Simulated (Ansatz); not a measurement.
**AlN in the wurtzite structure (space group P6_3mc, No. 186)**

AlN is taken in the hexagonal space group P6₃mc (No. 186), the wurtzite structure, Pearson symbol hP4. Cell: a = b = 3.1138 Å, c = 4.9836 Å, α = β = 90.00°, γ = 120.00°. Al on 2b sees 4 N at 1.892–1.904 Å (tetrahedral). N on 2b is coordinated by 4 Al at 1.892–1.904 Å (tetrahedral). (Neighbours: up to the widest gap in distance over summed covalent radii, below 1.35, at either atom; cation-cation and far metal-metal contacts left out.)

Method: PBEsol, PAW, 420 eV (Ansatz, a program for electronic structure; without spin-orbit coupling). k-mesh 12×12×7 (Γ-centred); smearing 0.05 eV (Fermi–Dirac).

```yaml
volume_per_atom: 10.46 Å³
density: 3.25 g/cm³
band_gap: 4.09 eV, direct at Γ
total_energy: -452.979 eV/atom (σ→0; compares only within this code and set-up)
```

No phonon test of stability was made.
